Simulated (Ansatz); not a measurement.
Start from AlN in the zinc blende structure (space group F-43m, No. 216; a = 4.342 Å). Axes: x, y, z lie along the cube axes.

Calculations: Kohn–Sham DFT with the LDA functional, run in Ansatz (a first-principles code) with PAW and 420 eV plane waves, no spin-orbit coupling.

Base values:

- Band gap = 3.25 eV
- Shortest interatomic distance = 1.880 Å

It is then changed as follows: the cell is compressed by 1.00 % along z with no lateral relaxation; the atoms relax in the strained cell.

Q: How does this affect the band gap?

A: The band gap drops by 0.05 eV (3.25 eV → 3.20 eV).

Q: What happens to the valence-band top at Γ?

A: The valence-band top at Γ (three highest levels, from the VBM) comes out as 0.00, -0.04, -0.04 eV.

Q: Predict the new stress.

A: The stress (xx, yy, zz, yz, xz, xy; compression positive) comes out as (1.72, 1.72, 3.01, 0.00, 0.00, 0.00) GPa.

Q: Predict the new shortest interatomic distance.

A: The shortest interatomic distance falls by 0.006 Å (1.880 Å → 1.874 Å).

Whether these cells are dynamically stable was not tested. This is not the structure that AlN has at room temperature and ambient pressure.
